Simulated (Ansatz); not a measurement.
Consider this model of amorphous Ga₂₄O₄₁Ta₂.

```xyz
67
Lattice="9.1168 -0.4668 -0.2005 -0.4668 9.2616 0.2128 -0.2005 0.2128 9.9718" Properties=species:S:1:pos:R:3 pbc="T T T"
Ga     7.5731     5.3264     7.3647
Ga     5.8029     7.0351     5.6944
Ga     3.7375     0.4071     5.3163
Ga     1.0258     8.3099     2.2894
Ga     1.2744     7.4093     8.7669
Ga     1.4360     1.0593     6.8698
Ga     7.0528     8.2976     2.9185
Ga     8.7847     2.2684     8.7916
Ga     4.3342     0.9034     2.0684
Ga     4.5032     4.1824     0.7640
Ga     0.7259     4.4735     6.8134
Ga     7.7909     3.7947     1.4725
Ga     6.4155     6.3738     0.2473
Ga     8.4417     5.4931     3.9543
Ga     7.5378     0.9948     5.4518
Ga     2.3714     4.4588     4.4535
Ga     7.5601     8.2990     8.1080
Ga     3.9800     8.0006     8.0626
Ga     0.8046     1.3792     4.0558
Ga     1.6331     5.5859     1.6228
Ga     1.6614     2.5276     1.5699
Ga     6.6441     0.0410     0.0224
Ga     4.0801     6.9829     2.7527
Ga     3.7682     5.0220     7.5594
O      2.9522     6.5013     8.3942
O      8.0142     0.5682     3.6821
O     -0.0435     5.3887     2.3179
O      0.9823     0.8187     2.1922
O      4.3480     4.3983     4.5353
O     -0.1433     3.0261     0.8311
O      1.4183     2.3335     8.4262
O      5.4908     8.0561     9.0736
O      6.4979     4.4529     0.3394
O      2.5861     5.9333     3.2362
O      2.5051     4.1426     0.9502
O      7.2789     7.7851     1.1378
O      1.3165     7.1930     0.7265
O      1.8015     2.9134     3.4619
O     -0.3524     7.7455     3.5429
O      5.2914     1.5222     9.1771
O      7.3840     5.8898     5.5321
O      0.2840     8.8109     7.9444
O      7.8899     0.6568     8.8445
O      4.1040     8.1492     6.1927
O      5.3942     5.7871     7.1057
O      4.7006     6.0658     1.2230
O      2.7145     9.0566     8.9566
O      0.4211     6.0425     7.7745
O      3.9766     3.7735     8.9322
O      2.5416     4.2501     6.4086
O      7.5131     6.5573     8.7817
O      2.9417     8.4943     2.6472
O      6.3101     2.3313     5.5062
O      3.3832     1.5639     6.8193
O      4.9496     2.8798     2.0718
O      1.8999     0.2388     5.1048
O      6.0122     0.1934     1.7443
O      5.6084     7.3177     3.8190
O      7.0839     3.9986     3.2631
O      0.5817     4.9278     5.0079
O      6.7663     8.5829     6.4353
O      0.1826     2.0898     5.9069
O      8.1689     3.4639     7.4812
O      4.4912     1.3383     3.9263
O      3.1118     1.5266     0.7298
Ta     5.5091     3.1181     3.9736
Ta     3.5156     1.7617     8.8018
```

Level of theory: PBE, scalar-relativistic without spin-orbit coupling (plane waves to 420 eV, PAW; Ansatz, an electronic-structure program).

The cell was made by melting and quenching with the CHGNet potential and then relaxed with DFT. O atoms were pushed apart under 1.9 Å during the dynamics, to hinder bonds among them. The hot cell started wider than the set density and was brought back towards it in steps. It is the lowest in DFT energy of 2 quenches. It is a model cell: composition and starting density were chosen by hand, and all elements were melted together. No dispersion term was used. Its density started from a set value of 5.33 and ended at 5.33 g/cm³. The simulated quench (nominally 280 K/ps over its main leg) is rapid and tends to freeze in more defects than a deposited or slowly cooled glass has. One small periodic cell is one sample of the glass; other quenches scatter about these values. The volume was held where the preparation left it and the shape relaxed, at a PBE pressure of 1.6 GPa. Stress components on the final sampling reach 1.7 GPa. On a 2×2×2 Γ-centred mesh force components of up to 0.13 eV/Å stay, since the relaxation ran on the zone centre alone.

Cut-offs for bonds: Ga-Ga 2.68 Å, Ga-O 2.40 Å, Ga-Ta 2.90 Å, O-O 1.58 Å, O-Ta 2.60 Å, Ta-Ta 3.12 Å. Two cations that share two anions don't count as bonded, nor two that share one unless they lie closer than Ga-Ga 2.61 Å, Ga-Ta 2.82 Å, Ta-Ta 3.04 Å.

Question: Give the coordination numbers, mean bond lengths and angles.

Answer: 
```json
{
 "Mean coordination of Ga by anions": "4.58 (10 with 4, 14 with 5)",
 "Mean coordination of O": "2.95 (3 with 2, 37 with 3, 1 with 4)",
 "Mean coordination of Ta by anions": "5.50 (1 with 5, 1 with 6)",
 "Mean Ga-O bond": "1.930 Å (spread 0.085 Å, 110 counted)",
 "Mean O-Ta bond": "1.981 Å (spread 0.105 Å, 11 counted)",
 "Bond angle at Ga": "mean 107.2°, spread 22.6°",
 "Bond angle at O": "mean 116.4°, spread 15.7°",
 "Bond angle at Ta": "mean 105.8°, spread 28.7°"
}
```

Question: List the pairs of like atoms that count as bonded by the rules above.

Answer: There are none by these rules.
